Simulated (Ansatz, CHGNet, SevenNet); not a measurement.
# AlB2-type MgB2: properties by level of theory

Reference values: lattice constant a 3.083 Å (measured, 300 K, no zero-point or thermal correction; as tabulated in Loa et al. (2002), arXiv:cond-mat/0206051); lattice parameter c 3.521 Å (measured, 300 K, not corrected to a static lattice; as tabulated in Loa et al. (2002), arXiv:cond-mat/0206051).

```json
[
 {"level (code)": "CHGNet 0.3.0 (CHGNet)", "lattice parameter a (Å)": "___", "lattice parameter c (Å)": "3.515"},
 {"level (code)": "SevenNet-0 (SevenNet)", "lattice parameter a (Å)": "3.079", "lattice parameter c (Å)": "3.511"},
 {"level (code)": "SevenNet-l3i5 (SevenNet)", "lattice parameter a (Å)": "3.075", "lattice parameter c (Å)": "3.523"},
 {"level (code)": "PBEsol (Ansatz)", "lattice parameter a (Å)": "___", "lattice parameter c (Å)": "3.497"},
 {"level (code)": "PBE0 (Ansatz)", "lattice parameter a (Å)": "___", "lattice parameter c (Å)": "___"}
]
```

### Question
Fill in the missing entries.

### Answer

- CHGNet 0.3.0 (CHGNet), lattice parameter a (Å): 3.077
- PBEsol (Ansatz, a quantum-chemistry and plane-wave program), lattice parameter a (Å): 3.064
- PBE0 (Ansatz), lattice parameter a (Å): 3.072
- PBE0 (Ansatz), lattice parameter c (Å): 3.490

Differences from the reference values (errors of the level alone only where the reference is corrected to a static lattice):

```csv
level,lattice constant a (%),lattice parameter c (%)
CHGNet 0.3.0,-0.19,-0.17
SevenNet-0,-0.13,-0.28
SevenNet-l3i5,-0.26,+0.06
PBEsol,-0.62,-0.68
PBE0,-0.36,-0.88
```

Nearest: lattice constant a, not ranked (reference at room or unstated temperature); lattice parameter c, not ranked (reference at room or unstated temperature).

Machine-learned potentials (CHGNet 0.3.0, SevenNet-0, SevenNet-l3i5) are trained on DFT data, which may include these solids.

Ansatz's density-functional and Hartree–Fock values are scalar-relativistic unless marked +SOC, with PAW data made under PBE.

Differences are worked out from the printed values.

Computed values are for the static lattice.
